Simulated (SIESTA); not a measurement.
SIESTA run on Sb (R-3m, 2 atoms in the cell): relaxation of the atoms.

Method: GGA PBEsol, numerical atomic orbitals TZP, PseudoDojo PBEsol standard norm-conserving potentials (rewritten from UPF to PSML) run with SIESTA.

The change in words: one atom moved by 0.15 angstrom; MD.TypeOfRun: default → FIRE; MD.Steps: default → 40; MD.MaxForceTol: default → 0.2 eV/Ang. Reference geometry:
```yaml
crystal:
  lattice:
    - [3.97713, -2.16578, 0.00000]
    - [3.97713, 2.16578, 0.00000]
    - [2.79774, 0.00000, 3.56101]
  atoms:
    - { symbol: Sb, position: [0.23350, 0.23350, 0.23350] }
    - { symbol: Sb, position: [0.76650, 0.76650, 0.76650] }
```

Reference input (self-consistent single point, DFT, GGA PBEsol, numerical atomic orbitals TZP, PseudoDojo PBEsol standard norm-conserving potentials (rewritten from UPF to PSML)): XC.functional = GGA; XC.authors = PBEsol; potentials = PseudoDojo PBEsol standard; PAO.BasisSize = TZP; PAO.EnergyShift = 0.01 Ry; MeshCutoff = 300 Ry; kgrid.MonkhorstPack = 6 6 6; OccupationFunction = FD; ElectronicTemperature = 0.1 eV; MaxSCFIterations = 150; SCF.Mixer.Method = Pulay; SCF.Mixer.Weight = 0.25. This run's input differs from it in these lines:

```diff
@@ -17,3 +17,3 @@
 %block AtomicCoordinatesAndAtomicSpecies
-     0.233500000    0.233500000    0.233500000  1
+     0.246743000    0.246743000    0.246743000  1
      0.766500000    0.766500000    0.766500000  1
@@ -40,2 +40,5 @@
 Diag.ParallelOverK           true
+MD.TypeOfRun                 FIRE
+MD.Steps                     40
+MD.MaxForceTol               0.2 eV/Ang
 WriteForces                  true
```

The program printed (abridged):

```
        iscf     Eharris(eV)        E_KS(eV)     FreeEng(eV)     dDmax    Ef(eV) dHmax(eV)
   scf:    1    -4939.895310    -4937.417182    -4937.439563  1.063799 -3.054567  2.925166
   scf:    2    -4937.639939    -4937.532058    -4937.554192  0.035548 -3.157047  1.926927
   scf:    3    -4937.677225    -4937.615316    -4937.636914  0.057793 -3.352322  0.068466
   scf:    4    -4937.615810    -4937.615676    -4937.637474  0.003440 -3.356906  0.016860
   scf:    5    -4937.615526    -4937.615609    -4937.637466  0.001293 -3.349195  0.032200
   scf:    6    -4937.615647    -4937.615631    -4937.637490  0.000956 -3.351660  0.000962
   scf:    7    -4937.615631    -4937.615631    -4937.637490  0.000013 -3.351641  0.000593
SCF Convergence by DM+H criterion
max |DM_out - DM_in|         :     0.0000132654
max |H_out - H_in|      (eV) :     0.0005933702
SCF cycle converged after 7 iterations

Using DM_out to compute the final energy and forces

siesta: E_KS(eV) =            -4937.6156

siesta: E_KS - E_eggbox =     -4937.6156

siesta: Atomic forces (eV/Ang):
     1   -0.367711    0.000000   -0.121785
     2    0.367494    0.000000    0.121712
   Tot   -0.000217    0.000000   -0.000072
   Max    0.367711
   Res    0.223573    sqrt( Sum f_i^2 / 3N )
   Max    0.367711    constrained

Stress tensor Voigt[x,y,z,yz,xz,xy] (kbar):       23.13       20.75       21.01        0.00        0.79        0.00
(Free)E + p*V (eV/cell)    -4938.4658
Target enthalpy (eV/cell)    -4937.6375
FIRE: No of elements:      6

                        Begin FIRE opt. move =      3
   [... lines left out ...]
outcell: Cell volume (Ang**3)        :     61.3460
        iscf     Eharris(eV)        E_KS(eV)     FreeEng(eV)     dDmax    Ef(eV) dHmax(eV)
siesta: FreeEng =     -4937.657814
siesta: Cell volume =         61.345961 Ang**3
siesta:         -14.51817236        -20.37991942  kBar
   [... lines left out ...]
   2 15.000   1.284  -0.163   0.559   0.531   0.539   0.607  -0.086  -0.091
             -0.136   0.466   0.468   0.485   2.006   2.004   2.006   2.005

              2.005   0.096   0.132   0.051   0.138   0.092

mulliken: Qtot =       30.000

Mulliken Atomic Populations:
Atom #   charge [q] valence [e]  Species
     1    -0.000004   15.000004  Sb
     2     0.000004   14.999996  Sb
 Total     0.000000
```

The run converged. 

Summary of the result:
| Property | Result |
|---|---|
| Free energy E − TS | -4937.6578 eV |
| Fermi level (on the code's own zero) | -3.30 eV |
| Pressure | -1.45 GPa |
| Largest force (vector length) | 0.114 eV/Å |
| Relaxation steps | 4 |

The starting cell has typed, rounded lattice constants, without a prior relaxation at this level. Its lattice was rescaled by up to half a per cent. For this run, on top of that: one atom moved by 0.15 angstrom. Values carry the incompleteness of an atom-centred basis.

Cost on one core of a shared machine: roughly 40 s.
